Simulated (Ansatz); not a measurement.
**Phonon-limited transport in PdIn (Pm-3m)**

Data:

```
InPd
1.0
    3.24887     0.00000     0.00000
    0.00000     3.24887     0.00000
    0.00000     0.00000     3.24848
In Pd
1 1
Direct
  0.50000   0.50000   0.50000
  0.00000   0.00000   0.00000
```

These are PBEsol, DFPT electron-phonon coupling, linearised Boltzmann equation (plane waves, PAW, scalar-relativistic; Ansatz, a first-principles code) values and carry that method's errors. Geometry: relaxed with this functional, without spin-orbit coupling.

```yaml
resistivity at 300 K: 13.0 μΩ·cm
resistivity at 77 K: 2.8 μΩ·cm
electron mean free path at 300 K (weighted by the current that each state carries): 7.7 nm
electron-phonon coupling λ: 0.56
transport coupling λ_tr: 0.70
logarithmic_mean_phonon_energy: 8.1 meV
density of states at the Fermi level: 0.34 states/(eV·spin·cell)
drude_plasma_energy: 7.7 eV
Hall coefficient at 300 K: 7.0 ×10⁻¹¹ m³/C
Tc for μ* = 0.10 (anisotropic Eliashberg): 1.83 K
Tc for μ* = 0.13 (anisotropic Eliashberg): 1.26 K
```

A metal at this level (no band gap). Only scattering by harmonic phonons is included (no impurities, grain boundaries, electron-electron scattering or thermal expansion). Spin-orbit coupling is left out. Spin fluctuations, which work against superconductivity with these elements, are left out. For metals of groups 4 to 10, Tc at these values of μ* can lie well above the measured one. The self-energy correction of the phonons between q points moved λ by about 8 %. The run warned that the eigensolver left some states short of its tolerance. Halving the electron mesh (28x28x28) moves the resistivity by up to 6 % at 300 K, the mean free path by up to 4 %, the coupling by up to 1 %, Tc by up to 3 %. Smearing 0.20 eV; phonons on a 4x4x4 q mesh, which this run doesn't test and which matters most at low temperature. Tc comes from the anisotropic Migdal-Eliashberg equations with μ*, a chosen number, referred to 9.9 meV.

Computed structure with no diffraction record at hand here (it may be known, metastable or hypothetical): PdIn (Pm-3m).
